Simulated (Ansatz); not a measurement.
Consider the following.

```yaml
crystal:
  lattice:
    - [2.51432, 1.45164, 4.36292]
    - [-2.51432, 1.45164, 4.36292]
    - [0.00000, -2.90328, 4.36292]
  atoms:
    - { symbol: Zn, position: [0.28821, 0.28821, 0.28821] }
    - { symbol: Zn, position: [0.78821, 0.78821, 0.78821] }
    - { symbol: Ge, position: [0.01147, 0.01147, 0.01147] }
    - { symbol: Ge, position: [0.51147, 0.51147, 0.51147] }
    - { symbol: O, position: [0.73703, 0.13622, 0.37736] }
    - { symbol: O, position: [0.37736, 0.73703, 0.13622] }
    - { symbol: O, position: [0.13622, 0.37736, 0.73703] }
    - { symbol: O, position: [0.87736, 0.63622, 0.23703] }
    - { symbol: O, position: [0.23703, 0.87736, 0.63622] }
    - { symbol: O, position: [0.63622, 0.23703, 0.87736] }
```

No spin polarisation.

Level of theory: plane-wave PAW DFT at the PBEsol level (Ansatz, a quantum-chemistry and plane-wave program, 420 eV), scalar-relativistic without spin-orbit coupling. k-mesh 8×8×8 (Γ-centred); smearing 0.05 eV (Fermi–Dirac).

**Question.** What gap character does the calculation give?

**Answer.** Direct at Γ.

**Question.** What is the computed band gap?

**Answer.** 1.66 eV.

**Question.** Estimate the valence-band top at Γ (three highest levels, from the VBM).

**Answer.** 0.00, 0.00, -0.63 eV.

**Question.** Predict the electron mass.

**Answer.** 0.21 mₑ along c, 0.23 mₑ across (at Γ).

Effective masses come from finite differences of ±0.01 Å⁻¹. Stability against distortions was not tested. The cell was made from ZnSnO3 by this change: Sn → Ge; the result is a model cell, its experimental status unchecked.
